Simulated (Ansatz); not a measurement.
Base system: ZrO₂ in the fluorite structure (space group Fm-3m, No. 225; a = 5.064 Å).

Computed with PBEsol (Ansatz, a quantum-chemistry and plane-wave program), scalar-relativistic without spin-orbit coupling.

Before the change:

```
Quantity                  Value
-------------------  ----------
Lattice parameter a  9.570 bohr
```

The change: full substitution Zr → Tb; the structure is relaxed again.

Tabulated Pauling electronegativity and covalent radius: Zr 1.33, 1.75 Å; Tb 1.10, 1.94 Å.

**Question.** Predict the new lattice parameter a.

**Answer.** The lattice parameter a grows by 0.3555 bohr to 9.925 bohr.

The magnetic state is the one reached from the starting moments; the real material's order can differ, and small cells can't hold many antiferromagnetic ones. Open 4f shells without U are poorly described, and the f state was not checked. No phonon test of stability was made. No Hubbard U is applied, and correlation can decide whether such a compound is a metal. This is not the structure that ZrO2 has at room temperature and ambient pressure.
